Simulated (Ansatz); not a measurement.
Ansatz (a program for electronic structure) run on CaPb3 (P4mm, 4 atoms in the cell): self-consistent single point.

Level of theory: PBEsol, default PAW files made with PBE (plane waves; Ansatz).

```xyz
4
Lattice="4.9028 0.0000 0.0000 0.0000 4.9028 0.0000 0.0000 0.0000 4.9028" Properties=species:S:1:pos:R:3 pbc="T T T"
Ca     0.0000     0.0000     0.0500
Pb     0.0000     2.4514     2.4514
Pb     2.4514     0.0000     2.4514
Pb     2.4514     2.4514     0.0000
```

Reference input (self-consistent single point, DFT, PBEsol, plane waves, default PAW files made with PBE): basis.ecutwfc = 420 eV; kpoints.mp_grid.grid = 7 7 7; hamiltonian.xc = pbesol; hamiltonian.pseudopotentials = {kind: paw} (the program's default PAW files); scf.occupations.method = gaussian; scf.occupations.width = 0.1 eV. This run's input differs from it in these lines:

Ansatz 0.2 input:
```diff
@@ -13,3 +13,3 @@
 kpoints:
-  mp_grid: { grid: [7, 7, 7] }
+  mp_grid: { grid: [15, 15, 15] }
 hamiltonian:
```

The program printed (abridged):

```
SCF iter   1: F=—  HF=-37060.024540 eV  |F-HF|=—  |Δ(HF+E_count)|=         —  Δρ=2.96e-3  dr2=2.02e-2  ethr=1.77e-3  ⟨swp⟩=10.1  Hψ=51533  notcnv=0
all-band conjugate gradients solve this SCF's bands
preconditioner: auto → Kerker (q_TF=auto, 2.381 Å⁻¹)
SCF iter   2: F=—  HF=-37060.021190 eV  |F-HF|=—  |Δ(HF+E_count)|=   3.35e-3  Δρ=1.59e-3  dr2=7.13e-3  ethr=3.88e-5  ⟨swp⟩=2.0  Hψ=13990  notcnv=0  defer=143
   [... lines left out ...]
SCF iter   4: F=—  HF=-37060.018715 eV  |F-HF|=—  |Δ(HF+E_count)|=   1.58e-4  Δρ=8.16e-5  dr2=1.36e-5  ethr=1.04e-6  ⟨swp⟩=2.0  Hψ=10913  notcnv=0  defer=143
SCF iter   5: F=—  HF=-37060.018730 eV  |F-HF|=—  |Δ(HF+E_count)|=   1.49e-5  Δρ=3.11e-5  dr2=1.48e-6  ethr=2.62e-8  ⟨swp⟩=2.0  Hψ=11214  notcnv=0  defer=295
SCF iter   6: F=—  HF=-37060.018730 eV  |F-HF|=—  |Δ(HF+E_count)|=   3.29e-7  Δρ=8.31e-6  dr2=1.27e-7  ethr=2.85e-9  ⟨swp⟩=2.5  Hψ=16406  notcnv=0  defer=301
SCF iter   7: F=-37060.018730 eV  HF=-37060.018730 eV  |F-HF|=3.02e-9  |Δ(HF+E_count)|=   4.18e-9  Δρ=2.76e-6  dr2=9.91e-9  ethr=1.92e-10  ⟨swp⟩=9.8  Hψ=39665  notcnv=0
SCF 1 converged in 7 iterations: F = -37060.018730 eV  dr2 = 9.91e-9
Free energy (F): -37060.018730 eV
Internal energy: -37060.012739 eV  (E = F + TS)
E sigma→0 (E₀):  -37060.015735 eV
Entropy (-TS):   -0.005992 eV (-1.498 meV/atom)
Fermi energy:    10.332717 eV
--- Forces (eV/Å), atoms counted from 1 ---
  atom   1  Ca     0.00000000     0.00000000    -0.14317832
  atom   2  Pb     0.00000000     0.00000000     0.07970219
  atom   3  Pb     0.00000000     0.00000000     0.07970219
  atom   4  Pb     0.00000000     0.00000000    -0.01620856
--- Stress (GPa, compression-positive) ---
       -1.035846       0.000000       0.000000
        0.000000      -1.035846       0.000000
        0.000000       0.000000      -1.034755
  P = ⅓ Tr σ = -1.0355 GPa (-10.355 kbar)
  The stress holds the Pulay correction. Without it, at fixed plane waves, as pw.x and ABINIT print it: P = -1.0506 GPa
```

The run converged in 7 iterations. Against the reference run the free energy drops by 14.5 meV/atom, the pressure goes from -0.92 to -1.04 GPa and the largest force stays at 0.143 eV/Å.

The starting cell comes from a database of computed structures (which also holds hypothetical and non-ambient phases and stackings), without a prior relaxation at this level. Its lattice was rescaled by up to half a per cent. One atom was moved a little off its site on purpose. Ansatz's pressure includes its estimate of the finite-basis (Pulay) stress.

Cost on one core of a shared machine: roughly 90 s.
